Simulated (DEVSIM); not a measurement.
Device: Pd/AlN/n-Si capacitor, at 300 K.

| layer (left to right) | material | thickness (nm) | Nd (cm⁻³) |
|---|---|---|---|
| 1 | AlN | 2.70 | - |
| 2 | Si | 350 | 2.7e18 |

Metal gate on the left, work function 5.2 eV. Fixed charge at the semiconductor interface 8.4e11 cm⁻² (in units of +e); interface traps 3.5e10 cm⁻² eV⁻¹, uniform in energy, neutral level at 0.3 of the gap above the valence band.

This is a model device: material constants are rounded textbook-type values typed into the input, and sizes, dopings and lifetimes were drawn at random. Values at 300 K.

```
parameter      AlN       Si
-------------  ---  -------
gap (eV)       6.1    1.124
affinity (eV)  1.9     4.05
permittivity   8.5     11.7
Nc (cm⁻³)        -  2.86e19
Nv (cm⁻³)        -   3.1e19
```

Simulated with DEVSIM: 1D Poisson equation in equilibrium, Boltzmann statistics, complete ionisation; no quantum confinement or tunnelling. Metal contacts follow the ideal Schottky-Mott rule: no Fermi-level pinning, no interface dipoles.

The interface trap density was swept, all else fixed.

| interface trap density (cm^-2 eV^-1) | minimum of the low-frequency capacitance (μF/cm²) | flat-band voltage (V) | threshold voltage (band bending 2φF) (V) |
|---|---|---|---|
| 0 | 0.441 | 1.04 | -0.30 |
| 1e10 | 0.442 | 1.04 | -0.30 |
| 3.5e10 | 0.445 | 1.04 | -0.30 |
| 1e11 | 0.452 | 1.04 | -0.30 |
| 3e11 | 0.474 | 1.05 | -0.30 |
| 1e12 | 0.547 | 1.08 | -0.32 |
| 2e12 | 0.645 | 1.12 | -0.33 |

From the first row to the last the minimum of the low-frequency capacitance goes from 0.441 to 0.645. From the first row to the last the flat-band voltage goes from 1.04 to 1.12.
